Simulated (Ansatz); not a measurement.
Where the default PAW files enter, the runs use the earlier of Ansatz's two default sets.

Inside the gap of an insulator the Bloch states are evanescent, with a wavenumber k + iκ along the transport direction.

Input:

```
BN
1.0
    2.56397     0.00000     0.00000
   -1.28198     2.22046     0.00000
    1.28198    -0.74015     2.09347
B N
1 1
Direct
  0.00000   0.00000   0.00000
  0.75000   0.25000   0.75000
```

Space group of this cell: F-43m, zinc blende. The cell is taken as given; by LDA its mean pressure is -14.4 GPa.

Transport runs along the normal of the first two printed cell vectors, the (111) plane of the conventional cell.

The gap is the functional's own, uncorrected, and κ follows it; spin-orbit coupling is left out. Mid-gap values are interpolated between the computed energies.

**Question.** Give the band gap and the smallest decay constant κ at mid-gap that LDA (Ansatz, an electronic-structure program) yields.

**Answer.** Gap 4.34 eV on a 14×14×14 mesh; κ = 0.329 1/Å, at the zone centre.
